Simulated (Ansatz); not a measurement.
These are PBE (plane waves to 420 eV, PAW; Ansatz, a quantum-chemistry and plane-wave program) values and carry that method's errors.

Plane-averaged electrostatic potential energy along the normal, in eV from the Fermi level, for C on the 1x1 (111) surface of fcc Ir, one in a 2x2 cell, started at the site 'hollow Ir-Ir-Ir over Ir at depth 2.2 Å':

(z (Å), V (eV)): (5.49, 5.48); (5.78, 5.48); (6.07, 5.48); (6.36, 5.47); (6.64, 5.46); (6.93, 5.44); (7.22, 5.39); (7.51, 5.28); (7.80, 5.03); (8.09, 4.49); (8.38, 3.29); (8.67, 0.60); (8.96, -6.10); (9.24, -15.71); (9.53, -22.66); (9.82, -23.39); (10.11, -17.56); (10.40, -8.46); (10.69, -2.35); (10.98, -3.40); (11.27, -11.08); (11.56, -19.88); (11.84, -24.34); (12.13, -22.14); (12.42, -14.44); (12.71, -5.58); (13.00, -2.04); (13.29, -5.62); (13.58, -14.46); (13.87, -22.08); (14.16, -24.21); (14.44, -19.68); (14.73, -10.87); (15.02, -3.17); (15.31, -1.77); (15.60, -6.99); (15.89, -16.18); (16.18, -22.97); (16.47, -23.71); (16.76, -18.18); (17.04, -9.95); (17.33, -3.52); (17.62, 0.04); (17.91, 2.92); (18.20, 4.58); (18.49, 5.22); (18.78, 5.48); (19.07, 5.59); (19.36, 5.64); (19.64, 5.65); (19.93, 5.66); (20.22, 5.66); (20.51, 5.67); (20.80, 5.67); (21.09, 5.67); (21.38, 5.67); (21.67, 5.67)

Model: 17-atom slab, 6.6 Å thick at the start under the adsorbate (thin: gaps and levels are the slab's own), 6x6x1 mesh, Fermi-Dirac 0.1 eV, dipole correction, 8 atoms held, the rest relaxed; symmetry of the start imposed; no spin, no spin-orbit, no U, no dispersion correction. At the end it is bonded to 3 Ir. In PBE it is, or lies within 0.03 eV of, the lowest of the starts that converged.

The vacuum level lies 5.67 eV above the Fermi level over the top face and 5.48 eV above it under the bottom face.
